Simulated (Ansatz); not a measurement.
**Response to strain in Y**

Start from Y in the hcp (Mg type) structure (space group P6_3/mmc, No. 194; a = 3.594 Å, c = 5.610 Å; relaxed with 0.1 eV smearing). Axes: x lies along a and z along c of the hexagonal cell.

Strains are applied to the cell and any free atomic positions relax.

Computed with Ansatz (a first-principles code) PBEsol, scalar-relativistic without spin-orbit coupling.

Notes on the quantities. energy relative to the base: free energy F.

```tsv
uniaxial strain ε_zz (%)	energy relative to the base (meV/atom)
0	0.0
0.5	?
1	0.8
1.5	1.8
2	3.1
2.5	4.9
3	7.0
```

Q: Fit ΔE = Aε² + Bε³ (ε in %) to the rows shown and predict the withheld row.

A: Least squares on the printed values gives A = 0.799 and B = -0.0069 meV/atom (largest residual 0.0 meV/atom); this predicts 0.2 meV/atom, and the run gives 0.2 meV/atom, in agreement.

Whether these cells are dynamically stable was not tested. The final runs are not spin-polarised.
